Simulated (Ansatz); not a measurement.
# Phonon-limited transport in SrPd$_{5}$ (P6/mmm)

Data:

```yaml
crystal:
  lattice:
    - [5.36086, 0.00000, 0.00000]
    - [-2.68043, 4.64264, 0.00000]
    - [0.00000, 0.00000, 4.35604]
  atoms:
    - { symbol: Sr, position: [0.00000, 0.00000, 0.00000] }
    - { symbol: Pd, position: [0.66667, 0.33333, 0.00000] }
    - { symbol: Pd, position: [0.33333, 0.66667, 0.00000] }
    - { symbol: Pd, position: [0.50000, 0.00000, 0.50000] }
    - { symbol: Pd, position: [0.50000, 0.50000, 0.50000] }
    - { symbol: Pd, position: [0.00000, 0.50000, 0.50000] }
```

Computed with PBEsol, DFPT electron-phonon coupling, linearised Boltzmann equation (plane waves, PAW, scalar-relativistic; Ansatz, a first-principles code). Geometry: relaxed with this functional, without spin-orbit coupling.

- resistivity at 300 K: 20 (x), 20 (y), 15.5 (z) μΩ·cm
- electron-phonon coupling λ: 0.35
- transport coupling λ_tr: 0.35 (x), 0.35 (y), 0.40 (z)
- logarithmic mean phonon energy: 11.3 meV
- density of states at the Fermi level: 2.7 states/(eV·spin·cell)

A metal at this level (no band gap). Only scattering by harmonic phonons is included (no impurities, grain boundaries, electron-electron scattering or thermal expansion). Spin-orbit coupling is left out. The run warned that the eigensolver left some states short of its tolerance. Halving the electron mesh (20x20x20) moves the resistivity by up to 11 % at 300 K, the coupling by up to 6 %. Smearing 0.20 eV; phonons on a 3x3x3 q mesh, which this run doesn't test.

Formula and space group known from diffraction (Crystallography Open Database), not checked to be the room-temperature form: SrPd5 (P6/mmm).
